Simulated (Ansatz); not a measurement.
System: N vacancy in wurtzite GaN (charge state +3). Level of theory: PBE, PAW (plane waves to 420 eV; Ansatz, a quantum-chemistry and plane-wave program).

72-site cell at the relaxed PBE lattice, a 2×2×2 k-point mesh shifted by half a step along c, smearing 0.01 eV, spin-restricted, no finite-size correction. Energies are static. The charge state is imposed; whether it is stable for some Fermi level was not computed. Forms of the defect that were not tried may lie lower.

Barriers: single points on a 3×3×3 k-point mesh shifted by half a step along c at the bands' geometries.

Relaxed starting cell (atoms counted from 1):

```xyz
71
Lattice="9.6554 0.0000 0.0000 -4.8277 8.3618 0.0000 0.0000 0.0000 10.4862" Properties=species:S:1:pos:R:3 pbc="T T T"
Ga     1.6084     0.9308     2.1682
Ga     1.6084     0.9307     7.8657
Ga     0.0029     3.7331     2.5943
Ga     0.0060     3.7557     7.8952
Ga    -1.5952     6.5011     2.5944
Ga    -1.5741     6.4926     7.8953
Ga     4.8379     0.9200     2.5944
Ga     4.8559     0.9060     7.8953
Ga     3.2138     3.7331     2.5943
Ga     3.2107     3.7557     7.8952
Ga     1.6083     6.5054     2.6218
Ga     1.6083     6.5054     7.8852
Ga     8.0342     0.9200     2.5944
Ga     8.0162     0.9060     7.8953
Ga     6.4361     3.7181     2.6116
Ga     6.4361     3.7181     7.8783
Ga     4.8119     6.5012     2.5943
Ga     4.7908     6.4926     7.8953
Ga    -0.3078     2.0371     5.3771
Ga    -0.0335     1.8788    10.4294
Ga    -1.6136     4.6451     5.2494
Ga    -1.6178     4.6427    10.4929
Ga    -3.2194     7.0802     5.3771
Ga    -3.2194     7.3968    10.4293
Ga     3.5244     2.0371     5.3771
Ga     3.2502     1.8788    10.4294
Ga     1.6084     4.6668     5.2717
Ga     1.6084     4.6572    10.4950
Ga     0.0161     7.4246     5.2717
Ga     0.0077     7.4295    10.4951
Ga     6.4361     1.8640     5.2494
Ga     6.4361     1.8688    10.4929
Ga     4.8303     4.6451     5.2494
Ga     4.8345     4.6428    10.4929
Ga     3.2006     7.4246     5.2717
Ga     3.2090     7.4295    10.4950
N      1.6083     0.9308     9.8495
N      0.0166     3.7217     4.5829
N     -0.0019     3.7298     9.8467
N     -1.5983     6.5186     4.5829
N     -1.6005     6.4987     9.8467
N      4.8213     0.9139     4.5829
N      4.8374     0.9258     9.8467
N      3.2002     3.7218     4.5829
N      3.2186     3.7298     9.8467
N      1.6084     6.5054     4.6004
N      1.6083     6.5054     9.8480
N      8.0509     0.9139     4.5829
N      8.0347     0.9258     9.8467
N      6.4361     3.7181     4.5974
N      6.4360     3.7181     9.8421
N      4.8150     6.5186     4.5829
N      4.8172     6.4987     9.8467
N     -0.0176     1.8695     1.9690
N     -0.0047     1.8621     7.2371
N     -1.6113     4.6465     1.9826
N     -1.6097     4.6475     7.2110
N     -3.2193     7.4151     1.9690
N     -3.2194     7.4300     7.2372
N      3.2343     1.8696     1.9691
N      3.2214     1.8621     7.2371
N      1.6083     4.6485     1.9829
N      1.6084     4.6507     7.2254
N      0.0003     7.4338     1.9830
N      0.0021     7.4327     7.2254
N      6.4361     1.8613     1.9826
N      6.4361     1.8595     7.2110
N      4.8280     4.6465     1.9826
N      4.8265     4.6475     7.2110
N      3.2164     7.4338     1.9830
N      3.2146     7.4327     7.2254
```
Cell charge +3.

End state 1 differs by these moves (Å; atoms that move under 0.08 Å are left out):

| atom | element | Δx | Δy | Δz |
|---|---|---|---|---|
| 1 | Ga | -0.31 | -0.18 | 0.59 |
| 7 | Ga | 0.29 | -0.17 | 0.16 |
| 8 | Ga | 0.00 | 0.00 | -0.08 |
| 9 | Ga | 0.00 | 0.34 | 0.17 |
| 10 | Ga | 0.00 | 0.00 | -0.08 |
| 19 | Ga | 0.27 | -0.15 | -0.10 |
| 23 | Ga | 0.00 | 0.31 | -0.10 |
| 25 | Ga | -0.31 | -0.18 | -0.13 |
| 26 | Ga | -0.04 | -0.02 | -0.39 |
| 60 | N | -1.63 | -0.94 | 2.65 |

Q: Estimate the forward and backward barriers to end state 1 that PBE, PAW returns for this input.

A: forward 2.61 eV, backward 2.61 eV; at the saddle point atom 60 has neighbours Ga at 1.81, Ga at 1.91, Ga at 2.30 Å. The saddle point's order was not checked.

End state 2 differs by these moves (Å; atoms that move under 0.08 Å are left out):

| atom | element | Δx | Δy | Δz |
|---|---|---|---|---|
| 1 | Ga | -0.02 | -0.01 | 0.43 |
| 9 | Ga | 0.00 | -0.02 | -0.43 |
| 19 | Ga | 0.29 | -0.19 | -0.11 |
| 23 | Ga | 0.00 | 0.35 | -0.13 |
| 25 | Ga | -0.31 | -0.53 | 0.00 |
| 27 | Ga | -0.31 | 0.16 | 0.11 |
| 33 | Ga | 0.30 | 0.18 | 0.13 |
| 44 | N | -1.60 | -2.78 | 0.00 |

Q: What is the computed forward and backward barriers to end state 2 (PBE, PAW)?

A: forward 2.49 eV, backward 2.49 eV; at the saddle point atom 44 has neighbours Ga at 1.86, 2 Ga at 2.24 Å. The saddle point's order was not checked, and it lies on a symmetry element of the cell, where a band can be held.
